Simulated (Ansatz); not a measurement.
**Parameter sweep on CrCdF6 (P1, 8 atoms in the cell)**

```xyz
8
Lattice="2.5428 1.4681 4.7043 -2.5428 1.4681 4.7043 0.0000 -2.9361 4.7043" Properties=species:S:1:pos:R:3 pbc="T T T"
Cr     0.0222    -0.0227    -0.0271
Cd    -0.0500     0.0511     7.0502
F      0.9919    -1.5090     8.3236
F     -1.0785     1.5250     5.8352
F      0.8106     1.6284     8.3181
F     -0.7702    -1.6723     5.7690
F     -1.8414    -0.1437     8.3362
F      1.9154     0.1431     5.7900
```
Moments meant for the start (each program seeds them in its own way; μB, in the order of the atoms Cr Cd F F F F F F): 3.0 0.0 0.0 0.0 0.0 0.0 0.0 0.0.

Base run A: LDA (PW92), default PAW files made with PBE in Ansatz (a quantum-chemistry and plane-wave program), self-consistent single point.

Its settings: basis.ecutwfc = 420 eV; kpoints.mp_grid.grid = 4 4 4; kpoints.mp_grid.shift = 0.5 0.5 0.5; hamiltonian.xc = lda; hamiltonian.pseudopotentials = {kind: paw} (the program's default PAW files); magnetization.spin_polarized = true; scf.occupations.method = methfessel_paxton; scf.occupations.width = 0.05 eV.

The starting cell comes from a database of computed structures (which also holds hypothetical and non-ambient phases and stackings), without a prior relaxation at this level. Its atoms were displaced at random from the sites of space group no. 148. With one magnetic atom in the cell only a parallel order is possible. In the base run, with a pressure of about -8 GPa the cell is away from its equilibrium volume at this level. In the base run, forces exceed 1 eV/Å. Ansatz's pressure includes its estimate of the finite-basis (Pulay) stress.

ΔF is the free energy per atom less that of run A. 

Run A gave: pressure (GPa) -8.48; largest force (eV/Å) 1.158; size of the net moment (μB/atom) 0.25; TS (meV/atom) -0.1.

Runs:
- B: scf.occupations.width = 0.002 eV
- C: scf.occupations.width = 0.01 eV
- D: scf.occupations.width = 0.025 eV
- E: scf.occupations.width = 0.1 eV
- F: scf.occupations.width = 0.15 eV
- G: scf.occupations.width = 0.2 eV
- H: scf.occupations.width = 0.3 eV
- I: scf.occupations.width = 0.5 eV
- J: scf.occupations.width = 0.8 eV

Problem. What does run H change against A?

Solution. The free energy falls by 5.7 meV/atom, the pressure hardly changes (-8.48 to -8.38 GPa), the largest force goes from 1.158 to 1.180 eV/Å and the size of the net moment stays at 0.25 μB/atom.

Problem. What does run F change against A?

Solution. The free energy goes down by 1.0 meV/atom, the pressure hardly changes (-8.48 to -8.43 GPa), the largest force hardly changes (1.158 to 1.167 eV/Å) and the size of the net moment stays at 0.25 μB/atom.

| run | ΔF (meV/atom) | pressure (GPa) | largest force (eV/Å) | size of the net moment (μB/atom) | TS (meV/atom) |
|---|---|---|---|---|---|
| A | 0.00 | -8.48 | 1.158 | 0.25 | -0.1 |
| B | -0.10 | -8.48 | 1.158 | 0.25 | 0.0 |
| C | -0.10 | -8.48 | 1.159 | 0.25 | 0.0 |
| D | -0.08 | -8.48 | 1.159 | 0.25 | -0.1 |
| E | -0.19 | -8.46 | 1.161 | 0.25 | 1.1 |
| F | -1.02 | -8.43 | 1.167 | 0.25 | 3.3 |
| G | -2.3 | -8.41 | 1.172 | 0.25 | 5.8 |
| H | -5.7 | -8.38 | 1.180 | 0.25 | 11.1 |
| I | -13.8 | -8.35 | 1.190 | 0.25 | 21.3 |
| J | -26.3 | -8.32 | 1.195 | 0.26 | 29.5 |

Keys are those of Ansatz 0.2.
